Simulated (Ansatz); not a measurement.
## Response to strain in SnSe2

Start from SnSe$_{2}$ in the CdI2 type structure (space group P-3m1, No. 164; layered, stacked along the Cartesian z axis).

```
SnSe2
1.0
    3.79364     0.00000     0.00000
   -1.89682     3.28539     0.00000
    0.00000     0.00000     5.74382
Sn Se
1 2
Cartesian
  0.00000   0.00000   0.00000
  0.00000   2.19026   1.58542
  1.89682   1.09513   4.15839
```

Strains are applied to the cell and any free atomic positions relax.

Level of theory: PBEsol-D3(BJ), PAW, 420 eV (Ansatz, an electronic-structure program; no SOC).

Notes on the quantities. pressure: mean of the normal stresses, compression positive.

```tsv
isotropic strain (%)	pressure (GPa)
-3	5.7
-2.5	?
-2	3.5
-1.5	2.6
0	0.0
0.5	-0.7
1	-1.4
2	-2.6
3	-3.6
```

Q: Fit P = P₀ − Bδ + Cδ² with δ = (1 + ε)³ − 1 to the rows shown and predict the withheld row.

A: Least squares on the printed values gives P₀ = 0.0 GPa, B = 52.0 GPa (at held cell shape), C = 143 GPa (largest residual 0.1 GPa); this predicts 4.6 GPa, and the run gives 4.5 GPa, in agreement.

The mesh was chosen for an insulator and is coarse for the gapless case. Whether these cells are dynamically stable was not tested. All final runs are without spin polarisation.
